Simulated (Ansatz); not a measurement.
Consider HgTe in the zinc blende structure (space group F-43m, No. 216; a = 6.510 Å).

One thing is altered: Cd takes the place of Hg on all its sites; the structure is relaxed again.

Levels (all Ansatz, an electronic-structure program, PAW): PBEsol (420 eV, spin-orbit coupling left out); HSE06 (420 eV, scalar-relativistic without spin-orbit coupling).

The geometry is relaxed with PBEsol.

| Property | Result |
|---|---|
| PBEsol lowest conduction level above the VBM at special points | Γ 0.65 eV; L 1.73 eV; X 2.51 eV |

Question: Predict the lowest conduction level above the VBM at special points from HSE06.

Answer: The lowest conduction level above the VBM at special points becomes Γ 1.62 eV; L 2.64 eV; X 3.29 eV (PBEsol: Γ 0.65 eV; L 1.73 eV; X 2.51 eV).

Single points use the geometry relaxed with PBEsol. The levels and masses belong to the bands next to the band gap. Stability against distortions was not tested. The final runs are not spin-polarised.
